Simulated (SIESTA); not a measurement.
## Converging the k-point mesh at a smearing width of 0.02 eV: Nb (Im-3m, 1 atom in the cell)

```
CELL_PARAMETERS angstrom
     -1.65825     1.65825     1.65825
      1.65825    -1.65825     1.65825
      1.65825     1.65825    -1.65825
ATOMIC_POSITIONS crystal
  Nb 0.00000 0.00000 0.00000
```

Method: GGA PBE, numerical atomic orbitals DZP, PseudoDojo PBE standard norm-conserving potentials (rewritten from UPF to PSML) in SIESTA.

Base settings: XC.functional = GGA; XC.authors = PBE; potentials = PseudoDojo PBE standard; PAO.BasisSize = DZP; PAO.EnergyShift = 0.01 Ry; MeshCutoff = 350 Ry; kgrid.MonkhorstPack = 8 8 8; OccupationFunction = FD; ElectronicTemperature = 100 meV; MaxSCFIterations = 150.

In this ladder: ElectronicTemperature = 20 meV.

Only quantities that move along the ladder and can be compared are tabulated.

Core times come from one kind of shared machine, to one figure; runs under 30 s give none.

The starting cell has typed, rounded lattice constants, without a prior relaxation at this level. Its lattice was rescaled by up to half a per cent. Spin polarisation is off. Values carry the incompleteness of an atom-centred basis.

Steps (kgrid.MonkhorstPack): 5 5 5; 6 6 6; 7 7 7; 9 9 9; 10 10 10; 15 15 15; 18 18 18; 22 22 22; 27 27 27; 33 33 33.

Q: What is the coarsest kgrid.MonkhorstPack that holds the free energy within 2 meV/atom of the last step, with all finer ones?

A: 18 18 18, at about 0.2 of the last step's time; the step before is off by 2.8 meV/atom.

Q: What is the coarsest kgrid.MonkhorstPack that holds the pressure within 1 GPa of the last step, with all finer ones?

A: 7 7 7; the step before is off by 2.6 GPa.

```csv
kgrid.MonkhorstPack,free energy less the last step's (meV/atom),pressure (GPa),core time / last (rough)
5 5 5,60.34,-3.82,–
6 6 6,9.46,-5.27,–
7 7 7,26.23,-2.16,–
9 9 9,-9.72,-2.95,–
10 10 10,20.71,-2.25,–
15 15 15,2.85,-2.49,0.1
18 18 18,1.17,-2.65,0.2
22 22 22,0.70,-2.64,0.4
27 27 27,0.32,-2.78,0.6
33 33 33,0.00,-2.69,1
```
